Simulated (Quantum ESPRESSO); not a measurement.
Habitual settings against a tight run: Zn3PBr3 (Pm, 7 atoms in the cell)

Self-consistent single point.

```
Zn3PBr3
1.0
    6.65517     0.00000     0.00000
    0.00000     4.04182     0.00000
   -0.07698     0.00000     6.99403
Zn P Br
3 1 3
Direct
  0.47409   0.00000   0.29939
  0.50049   0.50000   0.87471
  0.02618   0.50000   0.15105
  0.37090   0.50000   0.17740
  0.86933   0.00000   0.32860
  0.86717   0.50000   0.83225
  0.38783   0.00000   0.66995
```

Method of the run: LDA (PZ), PSlibrary PAW (LDA) pseudopotentials (plane waves; Quantum ESPRESSO).

Base settings: ecutwfc = 55 Ry; ecutrho = 330 Ry; occupations = smearing; smearing = gaussian; degauss = 0.0036749 Ry; K_POINTS = automatic 3 5 3 0 0 0; conv_thr = 1e-09 Ry; mixing_beta = 0.3.

Tight run (finer mesh or higher cutoff; not a proven limit): ecutwfc: 55 Ry → 77 Ry; ecutrho: 330 Ry → 462 Ry; conv_thr: 1e-09 Ry → 7.3e-11 Ry; K_POINTS: automatic 3 5 3 0 0 0 → automatic 5 7 5 0 0 0. It gave top of the valence band (on the code's own zero) 3.46 eV; gap on the k-point mesh 1.40 eV; pressure -3.72 GPa; largest force (vector length) 0.380 eV/Å.

Quick runs, as changes from the base:
- A: the base itself
- B: ecutwfc: 55 Ry → 38 Ry; ecutrho: 330 Ry → 228 Ry; K_POINTS: automatic 3 5 3 0 0 0 → automatic 4 4 4 1 1 1
- C: ecutwfc: 55 Ry → 33 Ry; ecutrho: 330 Ry → 198 Ry; conv_thr: 1e-09 Ry → 7.3e-06 Ry; K_POINTS: automatic 3 5 3 0 0 0 → automatic 1 1 1 1 1 1
- D: ecutwfc: 55 Ry → 28 Ry; ecutrho: 330 Ry → 168 Ry; conv_thr: 1e-09 Ry → 7.3e-06 Ry; K_POINTS: automatic 3 5 3 0 0 0 → automatic 4 4 4 0 0 0

Dashes: pressure of C, D, not trusted under this conv_thr with d or f elements; gap of C, left out as unsure on this mesh or at this smearing; time of C, under 30 s.

Gaps are read on each run's own mesh, which may miss the band edges.

The count of work is k-points × plane waves × bands × iterations; it is no time. Core times come from one kind of shared machine and are given to one figure; runs under 30 s give none.

The starting cell comes from a database of computed structures (which also holds hypothetical and non-ambient phases and stackings), without a prior relaxation at this level. Its lattice was rescaled by a random factor within 2.5 % of one. In the base run, with a pressure of about -4 GPa the cell is away from its equilibrium volume at this level.

```
run  energy less tight (meV/atom)  pressure less tight (GPa)  largest miss in a force vector (eV/Å)  gap on the mesh less tight (eV)  count of work / tight  core time / tight (rough)
---  ----------------------------  -------------------------  -------------------------------------  -------------------------------  ---------------------  -------------------------
A                            12.5                      -0.41                                  0.006                           -0.004                   0.15                        0.2
B                            36.7                      -0.68                                  0.006                            1.281                  0.090                        0.1
C                          -161.9                          –                                  0.700                                –                 0.0029                          –
D                           983.6                          –                                  0.018                            0.025                  0.069                       0.06
```

Among the runs at the tight run's level, the energy misses run from 12.5 to 983.6 meV/atom.

Left out of this page: 2 runs of the series outside the window shown, repeating another row's setting, or not comparable.
